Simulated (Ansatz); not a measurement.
**SiO2: band gap against strain**

SiO2 (rutile, P4_2/mnm, 7.854 Å³/atom at rest, c along z) under a strain ε along c (axis z), the other axes held. PBEsol in Ansatz, a plane-wave DFT program (PAW, default set), 420 eV, 8×8×12 Γ-centred mesh, Fermi-Dirac smearing 0.05 eV; ions are relaxed within the symmetry of each cell. Gaps are the smallest over the k-mesh and a band path, without spin-orbit coupling; in all rows the valence edge lies at Γ and the conduction edge at Γ.

Here s stands for strain and Eg for gap.

```csv
strain (%),gap (eV)
-3.00,?
-1.80,5.736
-1.20,5.609
-0.60,5.483
0.00,5.354
```

Taking a straight line for Eg over the 4 complete rows: Means: s -0.90000, Eg 5.5455. About the means, the sum of products is -0.38160 and the sum of squares of s is 1.8000; the slope is their ratio. Least squares gives Eg = 5.3547 - 0.21200·s. Residuals (row less fit): -0.0003, -0.0001, 0.0011, -0.0007; standard error 0.0009 (degrees of freedom: 2). Over these rows the gap moves by -21 ± 0.07 eV per unit strain.

Question: Estimate the missing Eg (s = -3.00); what did the run itself give?

Answer: Eg = 5.3547 - 0.21200 × (-3.0) = 5.9907 eV. The calculation gives 5.986 eV, 0.0047 eV below the prediction (0.7 % of the range of Eg in the table). The row lies outside the fitted rows, so this is an extrapolation. From the scatter of the fitted rows alone, a prediction at this place has a standard error of 0.0018 eV, so the miss is 2.6 times that.

One order more, fitted to all 6 runs of the series, follows each within 0.001, so the miss is the next term of a smooth law. SiO2 is here stishovite, a high-pressure form. Rows are the converged runs of the series near zero and its far end; series whose fitted rows scatter by over a few per cent of the range, as at a crossing or softening among them, aren't shown in this form. Most that stay on the fit to the last digits aren't either.
